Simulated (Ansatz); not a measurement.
# Cu: energy against volume

Cu (fcc, Fm-3m, 11.315 Å³/atom and stress up to 0.01 GPa in the relaxed cell, cube axes along x, y and z) under hydrostatic pressure, with the cell free. PBEsol in Ansatz, a plane-wave DFT program (PAW, default set), 420 eV, 22×22×22 Γ-centred mesh, Fermi-Dirac smearing 0.05 eV.

Here V stands for volume and E for E less E0.

```
volume (Å³/atom)  E less E0 (meV/atom)  pressure (GPa)
----------------  --------------------  --------------
11.4547                           0.89           -2.00
11.3838                           0.22           -1.00
11.3154                           0.00            0.00
11.2554                           0.17            0.91
11.1786                           0.90            2.12
11.0346                           3.86            4.51
10.7902                          14.11            9.02
10.5080                          35.15           15.00
10.2049                              ?               ?
```

Question: Using the third-order Birch-Murnaghan form, a cubic in V^(-2/3), estimate the missing E at V = 10.2049 from the other rows, showing the fit.

Answer: With u = V^(-2/3) - 0.201, the rows have u = -0.004206, -0.003390, -0.002595, -0.001890, -0.000979, 0.000757, 0.003792, 0.007443. Least squares gives E = 2.310 + 1784.28·u + 347190·u² + 790338·u³. Residuals (row less fit): 0.002, 0.000, -0.004, -0.003, 0.005, 0.000, -0.001, 0.000; standard error 0.004 (degrees of freedom: 4). Its minimum lies at u = -0.002593, so V0 = (0.198407)^(-3/2) = 11.32. There d²E/du² = 682100 and d³E/du³ = 4742000, so B0 = (4/9) × 11.32^(-7/3) × 682100 × 0.160218 = 169 GPa (the last factor turns the table's units into GPa), and B0' = 4 + (2/3) × 0.198407 × (4742000)/682100 = 4.9. B0' rests on the cubic coefficient alone and has a standard error of 0.1 from these residuals. At the withheld row, u = 0.011550, so E = 2.310 + 1784.28 × 0.011550 + 347190 × 0.011550² + 790338 × 0.011550³ = 70.452 meV/atom. The calculation gives 70.47 meV/atom, 0.018 meV/atom above the prediction (0.0 % of the range of E in the table). The row lies outside the fitted rows, so this is an extrapolation. The scatter of the fitted rows lies at the last printed digit.

In a metal these values are sensitive to mesh and smearing; energies are taken to zero smearing, stresses follow the free energy. Other structures, which can take over under pressure, weren't tried. The same form fitted to the pressure column gives B0' = 5.0; series where the two differ by over 0.4 aren't shown. Rows are the converged runs of the series near zero and its far end, less any whose ions stayed unrelaxed beside relaxed ones; series whose fitted rows scatter by over a few per cent of the range, as at a crossing or softening among them, aren't shown in this form.
